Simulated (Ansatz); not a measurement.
# C axis length of PdGe₂ (model structure, started from the MoSi2 type, I4/mmm, No. 139, 3 atoms in the cell) at several levels of theory

No measured value is used here.

| level (code) | value (Å) |
|---|---|
| PBE (Ansatz) | … |
| PBEsol (Ansatz) | 8.199 |
| PBE-D3(BJ) (Ansatz) | 8.251 |

Complete the blanks.


- PBE (Ansatz, a program for electronic structure), value (Å): 8.340

Ansatz's density-functional and Hartree–Fock values are scalar-relativistic unless marked +SOC, with PAW data made under PBE.

A model structure was made by putting elements into a prototype or built by hand; it is no filed structure, need not be a known phase, and can be a saddle point held by its symmetry.
